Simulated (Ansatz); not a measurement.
Pd under a change: isotropic strain +0.83 %

The parent structure is Pd in the fcc (Cu type) structure (space group Fm-3m, No. 225; a = 3.9453 Å; relaxed with 0.1 eV smearing).

Perturbation: the cell is scaled by 1.0083 in all directions; the atoms relax in the strained cell.

Method: PBE (Ansatz, an electronic-structure program; PAW; 420 eV plane waves; no spin-orbit coupling), earlier PAW set. Γ-centred 29×29×29 mesh, Fermi–Dirac width 0.1 eV.

```json
[
 {"quantity": "volume per atom", "base": "15.35 Å³", "changed": "15.74 Å³", "shift": "+0.39 Å³"},
 {"quantity": "space group", "base": "Fm-3m (No. 225)", "changed": "Fm-3m (No. 225)", "shift": "–"},
 {"quantity": "shortest interatomic distance", "base": "2.790 Å", "changed": "2.813 Å", "shift": "+0.023 Å"},
 {"quantity": "energy relative to the base (free energy F)", "base": "0 meV/atom", "changed": "+4.8 meV/atom", "shift": "+4.8 meV/atom"},
 {"quantity": "pressure", "base": "0.0 GPa", "changed": "-3.9 GPa", "shift": "-3.9 GPa"},
 {"quantity": "band gap", "base": "zero", "changed": "zero", "shift": "–"}
]
```

Final structure:

```
Pd
1.0
    0.00000     1.98903     1.98903
    1.98903     0.00000     1.98903
    1.98903     1.98903     0.00000
Pd
1
Direct
  0.00000   0.00000   0.00000
```

Stability against distortions was not tested. The final runs are not spin-polarised. Pd lies near a magnetic instability that expansion can trigger; it was not tested.
